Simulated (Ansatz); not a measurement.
Electronic density of states of amorphous Ti20O41Li2, density 3.56 g/cm³, on a 2×2×2 Γ-centred mesh with a Gaussian width of 0.1 eV; energies count from the Fermi level, whose place inside the gap is arbitrary. Cell and mesh are small, so fine structure isn't converged. Method: PBE, scalar-relativistic without spin-orbit coupling (plane waves to 420 eV, PAW; Ansatz, an electronic-structure program). Sampling: a 2×2×2 Γ-centred mesh; Fermi-Dirac width 0.02 eV; no spin polarisation. At PBE the levels at the filled edge of the gap are localised (band-tail or defect states).

It comes from a melt-quench run on a machine-learned potential (CHGNet), relaxed afterwards by DFT. O atoms were pushed apart under 1.9 Å during the dynamics, to hinder bonds among them. The hot cell started wider than the set density and was brought back towards it in steps. It is the lowest in DFT energy of 2 quenches. It is a model cell: composition and starting density were chosen by hand, and all elements were melted together. No dispersion term was used. Its density started from a set value of 3.56 and ended at 3.56 g/cm³. The simulated quench (nominally 240 K/ps over its main leg) is rapid and tends to freeze in more defects than a deposited or slowly cooled glass has. Values belong to this one cell and scatter from quench to quench. The volume was held where the preparation left it and the shape relaxed, at a PBE pressure of -0.9 GPa (tension). Stress components on the final sampling reach 1.0 GPa. On a 2×2×2 Γ-centred mesh force components of up to 0.14 eV/Å stay, since the relaxation ran on the zone centre alone.

(E - EF (eV), states/(eV atom)): (-12.00, 0.00); (-11.90, 0.00); (-11.80, 0.00); (-11.70, 0.00); (-11.60, 0.00); (-11.50, 0.00); (-11.40, 0.00); (-11.30, 0.00); (-11.20, 0.00); (-11.10, 0.00); (-11.00, 0.00); (-10.90, 0.00); (-10.80, 0.00); (-10.70, 0.00); (-10.60, 0.00); (-10.50, 0.00); (-10.40, 0.00); (-10.30, 0.00); (-10.20, 0.00); (-10.10, 0.00); (-10.00, 0.00); (-9.90, 0.00); (-9.80, 0.00); (-9.70, 0.00); (-9.60, 0.00); (-9.50, 0.00); (-9.40, 0.00); (-9.30, 0.00); (-9.20, 0.00); (-9.10, 0.00); (-9.00, 0.00); (-8.90, 0.00); (-8.80, 0.00); (-8.70, 0.00); (-8.60, 0.00); (-8.50, 0.00); (-8.40, 0.00); (-8.30, 0.00); (-8.20, 0.00); (-8.10, 0.00); (-8.00, 0.00); (-7.90, 0.00); (-7.80, 0.00); (-7.70, 0.00); (-7.60, 0.00); (-7.50, 0.00); (-7.40, 0.00); (-7.30, 0.00); (-7.20, 0.00); (-7.10, 0.00); (-7.00, 0.00); (-6.90, 0.00); (-6.80, 0.00); (-6.70, 0.00); (-6.60, 0.00); (-6.50, 0.00); (-6.40, 0.00); (-6.30, 0.00); (-6.20, 0.00); (-6.10, 0.02); (-6.00, 0.15); (-5.90, 0.30); (-5.80, 0.34); (-5.70, 0.42); (-5.60, 0.62); (-5.50, 0.84); (-5.40, 0.94); (-5.30, 1.02); (-5.20, 1.02); (-5.10, 1.04); (-5.00, 1.11); (-4.90, 1.25); (-4.80, 1.21); (-4.70, 1.17); (-4.60, 1.03); (-4.50, 0.96); (-4.40, 0.89); (-4.30, 0.82); (-4.20, 0.79); (-4.10, 0.85); (-4.00, 0.86); (-3.90, 0.80); (-3.80, 0.78); (-3.70, 0.78); (-3.60, 0.77); (-3.50, 0.75); (-3.40, 0.82); (-3.30, 0.82); (-3.20, 0.85); (-3.10, 0.90); (-3.00, 0.88); (-2.90, 0.88); (-2.80, 0.94); (-2.70, 0.89); (-2.60, 0.90); (-2.50, 0.94); (-2.40, 0.88); (-2.30, 0.88); (-2.20, 0.93); (-2.10, 0.93); (-2.00, 0.91); (-1.90, 0.87); (-1.80, 0.79); (-1.70, 0.74); (-1.60, 0.61); (-1.50, 0.49); (-1.40, 0.39); (-1.30, 0.23); (-1.20, 0.05); (-1.10, 0.00); (-1.00, 0.00); (-0.90, 0.00); (-0.80, 0.00); (-0.70, 0.00); (-0.60, 0.00); (-0.50, 0.00); (-0.40, 0.00); (-0.30, 0.00); (-0.20, 0.00); (-0.10, 0.00); (0.00, 0.00); (0.10, 0.00); (0.20, 0.00); (0.30, 0.00); (0.40, 0.00); (0.50, 0.00); (0.60, 0.00); (0.70, 0.00); (0.80, 0.00); (0.90, 0.00); (1.00, 0.00); (1.10, 0.00); (1.20, 0.06); (1.30, 0.30); (1.40, 0.56); (1.50, 0.73); (1.60, 0.82); (1.70, 0.89); (1.80, 0.95); (1.90, 1.00); (2.00, 0.99); (2.10, 0.92); (2.20, 0.84); (2.30, 0.85); (2.40, 0.90)

The level gap on this mesh is 2.60 eV; the broadening fills part of it in the curve.
